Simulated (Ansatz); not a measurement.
End structure of a constructed model of the (111) surface of fcc Rh, p(2x2) surface alloy, Pt on one Rh site of the top plane (bottom of the slab: a bare face, its two planes held):

```xyz
24
Lattice="5.4164 0.0000 0.0000 -2.7082 4.6908 0.0000 0.0000 0.0000 27.5000" Properties=species:S:1:pos:R:3 pbc="T T T"
Rh    -1.3541     3.9090     8.2264
Rh     0.0000     1.5636     8.2264
Rh     1.3541     3.9090     8.2264
Rh     2.7082     1.5636     8.2264
Rh     0.0000     3.1272    10.4376
Rh     1.3541     0.7818    10.4376
Rh     2.7082     3.1272    10.4376
Rh     4.0623     0.7818    10.4376
Rh     1.3552     2.3448    12.6302
Rh     2.7082     0.0012    12.6302
Rh    -1.3552     2.3448    12.6302
Rh     0.0000     0.0000    12.6283
Rh     2.7082     1.5636    14.8624
Rh     1.3541     3.9090    14.8561
Rh     0.0000     1.5636    14.8561
Rh    -1.3541     3.9090    14.8561
Rh     4.0583     0.7841    17.0455
Rh     2.7082     3.1225    17.0455
Rh     1.3582     0.7841    17.0455
Rh     0.0000     3.1272    17.0516
Pt     0.0000     0.0000    19.3029
Rh    -1.3538     2.3456    19.2346
Rh     2.7082    -0.0004    19.2346
Rh     1.3538     2.3456    19.2346
```

Slab: 24 atoms, 11.0 Å thick at the start; k 8x8x1, smearing 0.1 eV, dipole-corrected; 8 atoms held, the rest relaxed; start symmetry kept, larger cells not searched; no spin, no spin-orbit, no U. It is one candidate, not shown to be the stable structure of the face.

What is the computed work function of the top face (PBE in Ansatz, a program for electronic structure)?

5.25 eV
